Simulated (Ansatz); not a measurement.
## BeS: response to strain

Start from BeS in the zinc blende structure (space group F-43m, No. 216; a = 4.8379 Å). Axes: x, y, z lie along the cube axes.

Strains are applied to the cell and any free atomic positions relax.

Computed with PBEsol in Ansatz (plane waves to 420 eV, PAW, scalar-relativistic without spin-orbit coupling).

Candidates:
(a) strain tensor (xx, yy, zz, yz, xz, xy) = (−0.25, +0.79, −0.41, −0.21, +1.31, −0.41) %
(b) isotropic strain +0.73 %
(c) strain tensor (xx, yy, zz, yz, xz, xy) = (−1.41, −0.13, +0.88, −0.09, −0.80, +1.02) %

Before the change:

- Band gap = 2.91 eV

Q: Order them by band gap, highest first.

A: (b) isotropic strain +0.73 % (2.96 eV), (a) strain tensor (xx, yy, zz, yz, xz, xy) = (−0.25, +0.79, −0.41, −0.21, +1.31, −0.41) % (2.74 eV), (c) strain tensor (xx, yy, zz, yz, xz, xy) = (−1.41, −0.13, +0.88, −0.09, −0.80, +1.02) % (2.66 eV)

Semilocal Kohn–Sham gaps tend to fall short of experiment. Stability against distortions was not tested.

Ansatz is a program for electronic structure.
